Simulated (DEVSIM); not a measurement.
System: illuminated Si p-on-n cell, one wavelength, with a back-surface field, at 250 K.

```
layer (left to right)  material  thickness (μm)  Nd (cm⁻³)  Na (cm⁻³)  τn (s)  τp (s)  absorption coefficient (cm⁻¹)
---------------------  --------  --------------  ---------  ---------  ------  ------  -----------------------------
1                            Si           0.120          -     2.7e18  5.1e-8  1.3e-8                            130
2                            Si            99.0     8.2e16          -  1.3e-7  1.3e-7                            130
3                            Si           0.630     6.7e18          -  1.3e-7  1.3e-7                            130
```

Left contact: ohmic, minority electron recombination velocity 1000 cm/s. Right contact: ohmic, minority hole recombination velocity 7e6 cm/s. Voltage is applied to the left contact. Recombination: SRH at mid-gap, radiative, Auger. Light enters at the left, 2e16 photons cm⁻² s⁻¹, one pass, no reflection. Mobility is μmin + (μ − μmin)/(1 + (N/Nref)^α).

This is a model device: material constants are rounded textbook-type values typed into the input, and sizes, dopings and lifetimes were drawn at random. Values at 300 K; Nc and Nv go as T^1.5, mobilities as T to minus their exponent, the gap by Varshni's rule with the affinity fixed.

| parameter | Si |
|---|---|
| gap (eV) | 1.124 |
| affinity (eV) | 4.05 |
| permittivity | 11.7 |
| Nc (cm⁻³) | 2.86e19 |
| Nv (cm⁻³) | 3.1e19 |
| μn (cm²/Vs) | 1417 |
| μp (cm²/Vs) | 470 |
| μn,min | 52 |
| μp,min | 45 |
| Nref,n | 9.7e16 |
| Nref,p | 2.2e17 |
| αn | 0.68 |
| αp | 0.72 |
| T exponent of μn | 2.3 |
| T exponent of μp | 2.2 |
| B (cm³/s) | 4.7e-15 |
| Cn (cm⁶/s) | 2.8e-31 |
| Cp (cm⁶/s) | 9.9e-32 |
| Varshni α (eV/K) | 0.000473 |
| Varshni β (K) | 636 |

Model (solved in DEVSIM): 1D drift-diffusion, Boltzmann statistics, complete ionisation; no tunnelling, impact ionisation, image-force lowering or self-heating.

Problem. Tabulate band edges, carrier densities and field at zero bias, in the dark.

Solution. Energies count from the Fermi level of the right contact; mesh points crowd at the junctions.

```
x (μm)   Ec (eV)  Ev (eV)  n (cm⁻³)  p (cm⁻³)  field (V/cm)
-------  -------  -------  --------  --------  ------------
0.000      1.089   -0.047     < 1e2    2.7e18           ≈ 0
0.03567    1.089   -0.047     < 1e2    2.7e18           ≈ 0
0.08712    1.089   -0.047     < 1e2    2.7e18           ≈ 0
0.1210     1.022   -0.114     < 1e2    1.2e17       -150000
0.1961     0.257   -0.879    1.4e14     < 1e2        -54000
0.3853     0.120   -1.016    8.2e16     < 1e2           ≈ 0
0.8983     0.120   -1.016    8.2e16     < 1e2           ≈ 0
3.442      0.120   -1.016    8.2e16     < 1e2           ≈ 0
9.376      0.120   -1.016    8.2e16     < 1e2           ≈ 0
26.90      0.120   -1.016    8.2e16     < 1e2           ≈ 0
66.21      0.120   -1.016    8.2e16     < 1e2           ≈ 0
90.92      0.120   -1.016    8.2e16     < 1e2           ≈ 0
96.18      0.120   -1.016    8.2e16     < 1e2           ≈ 0
98.12      0.120   -1.016    8.2e16     < 1e2           ≈ 0
98.89      0.120   -1.016    8.2e16     < 1e2           ≈ 0
99.06      0.120   -1.016    8.3e16     < 1e2          -230
99.11      0.087   -1.049    3.8e17     < 1e2        -34000
99.14      0.025   -1.111    6.7e18     < 1e2           ≈ 0
99.28      0.025   -1.111    6.7e18     < 1e2           ≈ 0
99.53      0.025   -1.111    6.7e18     < 1e2           ≈ 0
99.69      0.025   -1.111    6.7e18     < 1e2           ≈ 0
99.75      0.025   -1.111    6.7e18     < 1e2           ≈ 0
```
